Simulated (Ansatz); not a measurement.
Base system: InAs in the zinc blende structure (space group F-43m, No. 216; a = 6.0874 Å).

Modification: full substitution In → B; the structure is relaxed again.

Levels (all Ansatz, a first-principles code, PAW, earlier PAW set): PBEsol (420 eV, no spin-orbit coupling); HSE06+SOC (420 eV, with spin-orbit coupling).

The geometry is relaxed with PBEsol.

| Quantity | Value |
|---|---|
| PBEsol valence-band top at Γ | 0.00, 0.00, 0.00 eV |
| PBEsol band gap | 1.08 eV |

Question: How does going to HSE06+SOC change the valence-band top at Γ and band gap?

Answer: The valence-band top at Γ (three highest Kramers pairs, from the VBM) changes from 0.00, 0.00, 0.00 eV to 0.00, 0.00, -0.23 eV; the band gap goes up by 0.67 eV (1.08 eV → 1.75 eV). The threefold valence maximum splits by Δso ≈ 0.23 eV.

Single points use the geometry relaxed with PBEsol. HSE06 gaps are upper bounds (no full band path). Differences between runs with and without spin-orbit coupling are approximate. Stability against distortions was not tested. The runs without spin-orbit coupling are not spin-polarised. A zero or small gap of InAs can be the functional's error rather than a property of the material.
